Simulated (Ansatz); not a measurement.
**How the equilibrium volume per atom of NbSi (model structure, started from the CoSn type, P6/mmm, No. 191, 6 atoms in the cell) moves with the method**

No measured value is used here.

```json
[
 {"level (code)": "PBE (Ansatz)", "value (Å³/atom)": "…"},
 {"level (code)": "PBEsol (Ansatz)", "value (Å³/atom)": "18.81"},
 {"level (code)": "PBE-D3(BJ) (Ansatz)", "value (Å³/atom)": "18.73"}
]
```

### Question
Fill in the missing entries.

### Answer

- PBE (Ansatz, a first-principles code), value (Å³/atom): 19.32

Ansatz's density-functional and Hartree–Fock values are scalar-relativistic unless marked +SOC, with PAW data made under PBE.

A model structure was made by putting elements into a prototype or built by hand; it is no filed structure, need not be a known phase, and can be a saddle point held by its symmetry.
